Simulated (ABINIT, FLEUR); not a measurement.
A FLEUR input for a self-consistent single point of CaGa2 (P6/mmm, 3 atoms in the cell) (DFT, PBEsol, all-electron FLAPW (FLEUR), scalar-relativistic valence):

Input of the input generator:

```
CaGa2 FLAPW
&input film=f /
8.0102839972 0.0000001122 0.0000000000
-4.0051420958 6.9371093770 0.0000000000
0.0000000000 0.0000000000 8.3458053541
1.0
1.0 1.0 1.0

3
20 0.0000000000 0.0000000000 0.0000000000
31 0.3333333333 0.6666666667 0.5000000000
31 0.6666666667 0.3333333333 0.5000000000

&comp jspins=1 /
&exco xctyp='PBEs' /
&kpt div1=7 div2=7 div3=6 gamma=t /
&end /
```

```xml
<?xml version="1.0" encoding="UTF-8" standalone="no"?>
<fleurInput fleurInputVersion="0.39">
   <comment>
      CaGa2 FLAPW                                                                                         
   </comment>
   <calculationSetup>
      <cutoffs Kmax="3.8" Gmax="13.3" GmaxXC="13.3" numbands="0"/>
      <scfLoop itmax="80" minDistance="0.00001" maxIterBroyd="15" imix="Anderson" alpha="0.05" precondParam="0.0" spinf="2.0"/>
      <coreElectrons ctail="T" frcor="F" kcrel="0" coretail_lmax="0"/>
      <xcFunctional name="PBEs" relativisticCorrections="F"/>
      <magnetism jspins="1"/>
      <soc l_soc="F" theta="0.0" phi="0.0" spav="F"/>
      <expertModes spex="0" secvar="F"/>
      <geometryOptimization l_f="T" forcealpha="1.0" forcemix="BFGS" epsdisp="0.00001" epsforce="0.00001"/>
      <ldaU l_linMix="F" mixParam="0.05" spinf="1.0"/>
   </calculationSetup>
   <cell>
      <bzIntegration valenceElectrons="36.0" mode="hist" fermiSmearingEnergy="0.00367493">
         <kPointListSelection listName="default-1"/>
         <!-- k-points included here -->
         <xi:include xmlns:xi="http://www.w3.org/2001/XInclude" href="kpts.xml"> </xi:include>
      </bzIntegration>
      <!-- symmetry operations included here -->
      <xi:include xmlns:xi="http://www.w3.org/2001/XInclude" href="sym.xml"> </xi:include>
      <bulkLattice scale="1.0">
         <bravaisMatrix>
            <row-1>    8.0102839972000002     0.0000001122000000     0.0000000000000000</row-1>
            <row-2>   -4.0051420958000001     6.9371093769999996     0.0000000000000000</row-2>
            <row-3>    0.0000000000000000     0.0000000000000000     8.3458053540999995</row-3>
         </bravaisMatrix>
      </bulkLattice>
   </cell>
   <atomSpecies>
      <species name="Calcium (Ca)" element="Ca" atomicNumber="20">
         <mtSphere radius="2.68" gridPoints="925" logIncrement="0.013"/>
         <atomicCutoffs lmax="10" lnonsphr="8"/>
         <electronConfig flipSpins="F">
            <coreConfig>(1s1/2) (2s1/2) (2p1/2) (2p3/2)</coreConfig>
            <valenceConfig>(3s1/2) (3p1/2) (3p3/2) (4s1/2)</valenceConfig>
         </electronConfig>
         <energyParameters s="4" p="4" d="3" f="4"/>
         <lo type="SCLO" l="0" n="3" eDeriv="0"/>
         <lo type="SCLO" l="1" n="3" eDeriv="0"/>
      </species>
      <species name="Gallium (Ga)" element="Ga" atomicNumber="31">
         <mtSphere radius="2.16" gridPoints="745" logIncrement="0.017"/>
         <atomicCutoffs lmax="8" lnonsphr="6"/>
         <electronConfig flipSpins="F">
            <coreConfig>(1s1/2) (2s1/2) (2p1/2) (2p3/2) (3s1/2) (3p1/2) (3p3/2)</coreConfig>
            <valenceConfig>(4s1/2) (3d3/2) (3d5/2) (4p1/2) (4p3/2)</valenceConfig>
            <stateOccupation state="(4p1/2)" spinUp="0.1666666666667" spinDown="0.1666666666667"/>
            <stateOccupation state="(4p3/2)" spinUp="0.3333333333333" spinDown="0.3333333333333"/>
         </electronConfig>
         <energyParameters s="4" p="4" d="3" f="4"/>
         <lo type="HELO" l="2" n="4" eDeriv="0"/>
      </species>
   </atomSpecies>
   <atomGroups>
      <atomGroup species="Calcium (Ca)">
         <relPos label="                   1">.0000000000 .0000000000 .0000000000</relPos>
         <force calculate="T" relaxXYZ="TTT"/>
      </atomGroup>
      <atomGroup species="Gallium (Ga)">
         <relPos label="                   2">1.000/3.000 -1.000/3.000 1.000/2.000</relPos>
         <relPos label="                   3">-1.000/3.000 1.000/3.000 1.000/2.000</relPos>
         <force calculate="T" relaxXYZ="TTT"/>
      </atomGroup>
   </atomGroups>
   <output dos="F" band="F" slice="F">
      <checks vchk="F" cdinf="F"/>
      <bandDOS minEnergy="-.5*Htr" maxEnergy="0.5*Htr" sigma="0.015" storeEVData="T"/>
      <vacuumDOS vacdos="F" integ="F" star="F" nstars="0" locx1="0.0" locy1="0.0" locx2="0.0" locy2="0.0" nstm="0" tworkf="0.0"/>
      <unfoldingBand unfoldBand="F" supercellX="1" supercellY="1" supercellZ="1"/>
      <plotting iplot="0" polar="F">
         <plot TwoD="T" vec1="  1.0  0.0  0.0" vec2="  0.0  1.0  0.0" vec3="  0.0  0.0  1.0" zero="  0.0  0.0  0.0" file="plot"/>
      </plotting>
      <chargeDensitySlicing numkpt="0" minEigenval="0.0" maxEigenval="0.0" nnne="0" pallst="F"/>
      <specialOutput eonly="F"/>
      <magneticCircularDichroism mcd="F" energyLo="-10.0" energyUp="0.0"/>
   </output>
  <!-- We include the file relax.xml here to enable relaxations (see documentation) -->
  <xi:include xmlns:xi="http://www.w3.org/2001/XInclude" href="relax.xml"> <xi:fallback/> </xi:include>
</fleurInput>
```

Question: Translate this input to ABINIT.

Answer: This is the input that was run; spellings and numerical settings could be chosen otherwise.

```
# CaGa2, JTH v2.0 PBE PAW
pp_dirpath "./"
pseudos "Ca.GGA_PBE-JTH.xml, Ga.GGA_PBE-JTH.xml"
acell 8.0102839972 8.0102839972 8.3458053541
rprim
         1.0000000000    0.0000000140    0.0000000000
        -0.5000000121    0.8660253968    0.0000000000
         0.0000000000    0.0000000000    1.0000000000
natom 3
ntypat 2
znucl 20 31
typat 1 2 2
xcart
         0.0000000000    0.0000000000    0.0000000000
        -0.0000000343    2.4473068144    2.2082050000
         2.1194298550    1.2236534369    2.2082050000
      Angstrom
ecut 40 Ry
pawecutdg 80 Ry
ixc -116133
occopt 3
tsmear 0.00367493
nband 24
kptopt 1
ngkpt 7 7 6
nshiftk 1
shiftk 0 0 0
nstep 100
tolvrs 1.0e-12
prtwf 0
prtden 0
```

Basis settings and potentials, where a program has them, do not carry over. This input uses DFT, PBEsol, plane waves, PAW (JTH v2.0 PBE PAW, files made for PBE).

The starting cell comes from a database of computed structures (which also holds hypothetical and non-ambient phases and stackings), without a prior relaxation at this level.
